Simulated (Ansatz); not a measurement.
NaAu$_{2}$ (Fd-3m), PBEsol, DFPT electron-phonon coupling, linearised Boltzmann equation run with Ansatz (an electronic-structure program): phonon-limited resistivity 8.68 μΩ·cm at 300 K, current-weighted mean free path 18.9 nm, Drude plasma energy 5.60 eV.

Problem. What Drude relaxation time do resistivity and plasma energy imply?

Solution. ω_p = 8.51e15 s⁻¹, so τ = 1/(ε₀ ω_p² ρ) = 18.0 fs, a damping ħ/τ of 36.6 meV.

Problem. What is the classical skin depth at 1 GHz (nonmagnetic, μ₀ = 1.257×10⁻⁶ H/m)?

Solution. δ = √(ρ/(π f μ₀)) = 4690 nm.

Problem. Estimate the resistivity of a 40 nm square wire with diffuse walls from ρ ≈ ρ₀(1 + 3ℓ/4d).

Solution. 1 + 0.75 × 18.9/40 = 1.35, so ρ ≈ 11.8 μΩ·cm and a line 1 μm long has 73.5 Ω. The formula is the free-electron limit for d well above ℓ; grain boundaries add to it.

A metal at this level (no band gap). Only scattering by harmonic phonons is included (no impurities, grain boundaries, electron-electron scattering or thermal expansion). Spin-orbit coupling is left out, which matters with elements this heavy. The run warned that the eigensolver left some states short of its tolerance. Halving the electron mesh (20x20x20) moves the resistivity by up to 9 % at 300 K, the mean free path by up to 7 %. Smearing 0.20 eV; phonons on a 3x3x3 q mesh, which this run doesn't test.

Formula and space group known from diffraction (Crystallography Open Database), not checked to be the room-temperature form: NaAu2 (Fd-3m).
